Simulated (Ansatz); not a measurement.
The starting structures come from a database of crystals and need not be the phases stable at ambient conditions.

 Where the default PAW files enter, the runs use the earlier of Ansatz's two default sets.

Given:

```yaml
crystal:
  lattice:
    - [4.81270, 0.00000, 0.00000]
    - [0.00000, 4.87188, 0.00000]
    - [0.86289, 0.00000, 4.96659]
  atoms:
    - { symbol: Ti, position: [0.72256, 0.55281, 0.71315] }
    - { symbol: Ti, position: [0.27744, 0.44719, 0.28685] }
    - { symbol: Ti, position: [0.27744, 0.05281, 0.78685] }
    - { symbol: Ti, position: [0.72256, 0.94719, 0.21315] }
    - { symbol: O, position: [0.55464, 0.25763, 0.96677] }
    - { symbol: O, position: [0.44536, 0.74237, 0.03323] }
    - { symbol: O, position: [0.44536, 0.75763, 0.53323] }
    - { symbol: O, position: [0.55464, 0.24237, 0.46677] }
    - { symbol: O, position: [0.93616, 0.67697, 0.35156] }
    - { symbol: O, position: [0.06384, 0.32303, 0.64844] }
    - { symbol: O, position: [0.06384, 0.17697, 0.14844] }
    - { symbol: O, position: [0.93616, 0.82303, 0.85156] }
```

Space group of this cell: P2_1/c. The cell is taken as given; by r2SCAN its mean pressure is -1.4 GPa.

The current runs along the normal of the first two printed vectors. All runs by Ansatz (a quantum-chemistry and plane-wave program), plane waves and PAW, without spin-orbit coupling; the base is r2SCAN.

```csv
run,mean pressure (GPa),gap (eV),mid-gap κ (1/Å)
base,-1.4,2.67,0.423
all lengths scaled by 0.98,16.6,2.81,0.428
all lengths scaled by 1.02,-15.2,2.47,0.419
lda in place of r2scan,-10.6,(withheld),(withheld)
"lengths across the current scaled by 0.98, ions clamped",10.3,2.71,0.437
"lengths across the current scaled by 1.02, ions clamped",-11.1,(withheld),(withheld)
"lengths along the current scaled by 0.97, ions clamped",6.9,2.69,0.409
"lengths along the current scaled by 1.03, ions clamped",-8.4,(withheld),(withheld)
pbesol in place of r2scan,-3.8,2.26,0.397
```

**Question.** Some entries are withheld; supply them.

**Answer.** 
- lda in place of r2scan, gap (eV): 2.21
- lda in place of r2scan, mid-gap κ (1/Å): 0.395
- lengths across the current scaled by 1.02, ions clamped, gap (eV): 2.49
- lengths across the current scaled by 1.02, ions clamped, mid-gap κ (1/Å): 0.410
- lengths along the current scaled by 1.03, ions clamped, gap (eV): 2.51
- lengths along the current scaled by 1.03, ions clamped, mid-gap κ (1/Å): 0.433
